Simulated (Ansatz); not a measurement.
O on the 1x1 (10-10) surface of wurtzite AlN (cut with top plane Al + N), one in a 1x1 cell, energies for each (15.7 Å²). Energies are against ½ O2(g), without zero-point or thermal terms; each row is named by its start (#2, #3: further inequivalent places of a kind).

Host crystal: wurtzite AlN, with a band gap (PBE, scalar-relativistic without spin-orbit coupling).

Calculation: PBE (plane waves to 420 eV, PAW; Ansatz, a quantum-chemistry and plane-wave program).

Model: 17-atom slab, 8.9 Å thick at the start under the adsorbate (thin: gaps and levels are the slab's own), 6x4x1 mesh, Fermi-Dirac 0.01 eV, dipole correction, 8 atoms held, the rest relaxed; each run with such symmetry as its start has; spin-polarised, no spin-orbit, no U, no dispersion correction.

A negative adsorption energy means that the adsorbate is more stable on the surface than in its reference. Starts that drift may end in the same place. Heights count from the host atoms within 0.3 Å of the top one. Moments of ungapped slabs depend on the mesh.

```tsv
starting site	E_ads (eV)	height (Å)	nearest host atom (Å)	bonded to	change of the vacuum step (eV)	lateral drift (Å)	moment (μB)
top N (the adsorbate paired with a surface N atom)	-0.67	1.33	N 1.53	Al + N	2.29	0.8	0.0
top Al	0.55	1.54	Al 1.79	Al	?	1.3	2.0
top Al #2	-0.14	0.95	Al 1.85	2 Al	1.62	2.1	2.0
hollow Al-Al-N-N (the adsorbate paired with a surface N atom)	-0.67	1.33	N 1.54	Al + N	2.29	1.4	0.0
hollow beside Al (the adsorbate paired with a surface N atom)	-0.59	0.86	N 1.56	2 Al + N	0.43	0.5	0.0
bridge Al-Al-Al-N (span 3.1 Å)	-0.14	0.95	Al 1.85	2 Al	1.61	1.3	2.0
```

Q: Fill in the missing entries.

A: 
- top Al, change of the vacuum step (eV): 2.61
